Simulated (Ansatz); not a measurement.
## GaSb under a change: biaxial strain −0.89 %, plane normal [111], relaxed out of plane

The reference is GaSb in the zinc blende structure (space group F-43m, No. 216; a = 6.134 Å). Axes: x, y, z lie along the cube axes.

Perturbation: compressive biaxial strain of 0.89 % in the plane normal to [111], as in epitaxy on a mismatched substrate; the out-of-plane cell vector and the atoms relax.

Computed with r2SCAN (Ansatz, an electronic-structure program; PAW; 500 eV plane waves; no spin-orbit coupling), earlier PAW set. Γ-centred 13×13×13 mesh, Fermi–Dirac width 0.05 eV.

Volume per atom: 28.44 Å³ (base 28.84 Å³)
Space group: R3m (No. 160) (base F-43m (No. 216))
Shortest interatomic distance: 4.990 bohr (base 5.019 bohr)
Energy relative to the base (free energy F): +1.8 meV/atom
Pressure (mean of the normal stresses, compression positive): 0.77 GPa (base 0.00 GPa)
Band gap: 0.48 eV (base 0.41 eV)
Gap character: direct at Γ (base direct at Γ)
Electron mass: 0.028 mₑ (at Γ) (base 0.023 mₑ (at Γ))
Valence-band top at Γ (three highest levels, from the VBM): 0.00, 0.00, -0.11 eV (base 0.00, 0.00, 0.00 eV)
Valley order (the lowest conduction-band minima on the path, energy above the VBM, named in the base's zone): Γ 0.48 eV; L along [1-11] 0.64 eV; L along [111] 0.81 eV; a point along [100], about 0.9 Å⁻¹ from Γ 1.04 eV (base Γ 0.41 eV; L along ⟨111⟩ 0.68 eV; a point along ⟨100⟩, about 0.9 Å⁻¹ from Γ 1.10 eV)
Out-of-plane strain: +0.39 %
Ratio −ε⊥/ε∥: 0.44
Mean in-plane stress (compression positive): +1.2 GPa

Final structure (turned so that z lies along the plane normal):

```yaml
crystal:
  lattice:
    - [4.29846, 0.00000, 0.00000]
    - [2.14923, 3.72258, 0.00000]
    - [2.14923, -1.24086, 3.55509]
  atoms:
    - { symbol: Sb, position: [0.49881, 0.75060, 0.25179] }
    - { symbol: Ga, position: [0.00119, 0.99940, 0.99821] }
```

With Sb present, leaving out spin-orbit coupling can change the band edges. Masses are band curvatures over ±0.01 Å⁻¹ around the edge. Whether these cells are dynamically stable was not tested. k-point labels follow each cell's own Brillouin zone.
